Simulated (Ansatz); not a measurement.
## SnS (Fm-3m, No. 225, 2 atoms in the cell; start mp-1876; a measured phase of this formula has another space group)

These are PBEsol (Ansatz, an electronic-structure program, plane waves, PAW) values and carry that method's errors.

Numerical settings: plane-wave cutoff 500 eV, 12×12×12 k mesh, Fermi–Dirac smearing 0.05 eV, scalar-relativistic PAW data made under PBE.

Cell (relaxed at this level):

```
SnS
1.0
    0.00000     2.87234     2.87234
    2.87234     0.00000     2.87234
    2.87234     2.87234     0.00000
Sn S
1 1
Direct
  0.50000   0.50000   0.50000
  0.00000   0.00000   0.00000
```

For SnS (Fm-3m, No. 225, 2 atoms in the cell; start mp-1876; a measured phase of this formula has another space group), the band gap is 0.26 eV (on the SCF k mesh).

Note: the relaxation could not lower the start's symmetry, so the cell can be a saddle point above a distorted one.

Spin–orbit coupling is not included.

Computed values are for the static lattice.

A start named mp-… is a Materials Project structure, which need not be a measured phase.
